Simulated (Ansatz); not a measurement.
**Response to strain in BaTiO3**

The reference is BaTiO₃ (space group Amm2, No. 38; a = 3.964 Å, b = 5.716 Å, c = 5.748 Å). Axes: x, y, z lie along a, b, c of the conventional cell.

Strains are applied to the cell and any free atomic positions relax; under biaxial strain the out-of-plane vector relaxes too; under stress the whole cell relaxes.

Calculations: r2SCAN (Ansatz, an electronic-structure program), scalar-relativistic without spin-orbit coupling, earlier PAW set.

Candidates:
(a) isotropic strain +3.85 %
(b) biaxial strain +0.66 %, plane normal [001], relaxed out of plane
(c) uniaxial stress, 3 GPa tension along x
(d) uniaxial strain ε_zz = +0.68 %

Notes on the quantities. energy relative to the base: free energy F.

**Question.** Order them by energy relative to the base, lowest first.

**Answer.** (d) uniaxial strain ε_zz = +0.68 % (+0.4 meV/atom), (b) biaxial strain +0.66 %, plane normal [001], relaxed out of plane (+1.2 meV/atom), (c) uniaxial stress, 3 GPa tension along x (+1.8 meV/atom), (a) isotropic strain +3.85 % (+57 meV/atom)

Beyond what the load breaks, stability against distortions was not tested. All final runs are without spin polarisation. This is not the structure that BaTiO3 has at room temperature and ambient pressure.
